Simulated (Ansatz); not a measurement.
Consider Ir in the fcc (Cu type) structure (space group Fm-3m, No. 225; a = 3.812 Å; relaxed with 0.1 eV smearing). Axes: x, y, z lie along the cube axes.

Level of theory: LDA (Ansatz, a quantum-chemistry and plane-wave program, PAW, no spin-orbit coupling).

For the base:

```
Item                            Result
-----------------------------  -------
Pressure                       0.0 GPa
Shortest interatomic distance  2.695 Å
```

It is then changed as follows: tensor shear ε_xy = +0.29 % (engineering shear γ = 0.0058), atoms relaxed at fixed cell.

What does the calculation give for the pressure, energy relative to the base and shortest interatomic distance after the change?

The pressure (mean of the normal stresses, compression positive) remains 0.0 GPa; the energy increases by 0.4 meV/atom; the shortest interatomic distance drops by 0.0078 Å to 2.688 Å.

The cells carry an imposed strain or load. Stability against distortions was not tested. The final runs are not spin-polarised.
